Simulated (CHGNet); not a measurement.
# Fluorite CoSi2

Calculation: the machine-learned potential CHGNet-r²SCAN (trained on r²SCAN data).

Cell: relaxed at this level.

```json
{
  "lattice_constant_a": "5.317 Å",
  "volume_per_atom": "12.53 Å³/atom"
}
```

Measured, for comparison: lattice constant a 5.365 Å, equilibrium volume per atom 12.87 Å³/atom (room temperature, no zero-point or thermal correction; as tabulated in Hegde and Bowen (2014), arXiv:1405.1317). Computed (rounded) less measured: lattice constant a -0.9 %, equilibrium volume per atom -2.6 %. A static lattice is as a rule a little smaller and stiffer than an uncorrected measurement, which narrows the difference in the lattice constant a and would widen misses of the other sign.

A machine-learned potential is trained on density-functional data: it inherits that level's misses and adds fitting errors of its own.

Note: the model gives imaginary modes for this phase (in the spectrum interpolated from a supercell).
